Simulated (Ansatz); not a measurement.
The starting structures come from a database of crystals and need not be the phases stable at ambient conditions.

Tunnelling through a barrier is set by its complex band structure: the current falls as exp(−2κd) with the smallest κ.

Consider the following.

```
BaSnS3
1.0
    3.96019     0.00000     0.00000
    0.00000    17.03325     0.00000
    0.00000     4.35065     7.42816
Ba Sn S
4 4 12
Direct
  0.25000   0.82612   0.25041
  0.75000   0.17388   0.74959
  0.75000   0.32612   0.09735
  0.25000   0.67388   0.90265
  0.75000   0.55641   0.61081
  0.25000   0.44359   0.38919
  0.25000   0.05641   0.27637
  0.75000   0.94359   0.72363
  0.75000   0.99765   0.16564
  0.25000   0.00235   0.83436
  0.25000   0.49765   0.83906
  0.75000   0.50235   0.16094
  0.75000   0.09980   0.42770
  0.25000   0.90020   0.57230
  0.25000   0.59980   0.37270
  0.75000   0.40020   0.62730
  0.75000   0.79215   0.99528
  0.25000   0.20785   0.00472
  0.25000   0.29215   0.42042
  0.75000   0.70785   0.57958
```

Space group of this cell: Pnma. The cell is taken as given.

Transport runs along the normal of the first two printed cell vectors.

The gap is the functional's own, uncorrected, and κ follows it; spin-orbit coupling is left out. Mid-gap values are interpolated between the computed energies.

Task: Give the band gap and the smallest decay constant κ at mid-gap that r2SCAN (Ansatz, a first-principles code) yields.

Result: Gap 1.21 eV on a 8×4×4 mesh; κ = 0.167 1/Å, at the zone centre.
